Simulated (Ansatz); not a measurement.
**Thermal expansion of Mg₂Si (Fm-3m, relaxed from the fluorite type)**

Method: quasi-harmonic approximation, PBEsol in Ansatz (a quantum-chemistry and plane-wave program); phonon mesh 5×5×5, k mesh 10×10×10. The run noted for some of its cells that some bands missed the eigensolver's tolerance. At this level the gap is small or closed, and a narrow smearing was used. Dynamical quadrupoles are not included in the interpolation of the phonons between the solved wave vectors.

```csv
T (K),α_L (10⁻⁶/K),C_P (J/mol/K),bulk modulus B_T (GPa),γ
50,1.8,9.8,54.7,1.13
100,7.3,35.6,54.4,1.28
150,11.0,52.1,54.0,1.33
200,13.2,61.0,53.5,1.35
250,14.5,66.0,52.9,1.36
300,15.3,69.2,52.3,1.37
350,15.9,71.3,51.7,1.38
400,16.4,72.8,51.1,1.38
450,16.8,74.0,50.5,1.39
500,17.2,75.0,49.9,1.39
550,17.6,75.9,49.3,1.40
600,17.9,76.6,48.6,1.40
650,18.2,77.3,48.0,1.41
700,18.6,77.9,47.3,1.41
750,18.9,78.6,46.7,1.42
800,19.2,79.2,46.0,1.42
850,19.6,79.8,45.3,1.43
900,20.0,80.4,44.7,1.43
950,20.3,81.1,44.0,1.44
1000,20.7,81.7,43.3,1.44
```

- conventional lattice constants at 300 K = a = 6.360 Å
- entropy at 300 K = 78.9 J/(mol K)
- adiabatic bulk modulus at 300 K = 53.3 GPa
- bulk modulus without vibrations = 56.0 GPa
- zero-point volume expansion = 0.81 %

Zero-point expansion is included. Terms beyond the volume dependence of harmonic modes are not.

Whether this phase is the stable one at each condition was not tested.

The PAW data sets were generated under PBE and serve the other functionals too.
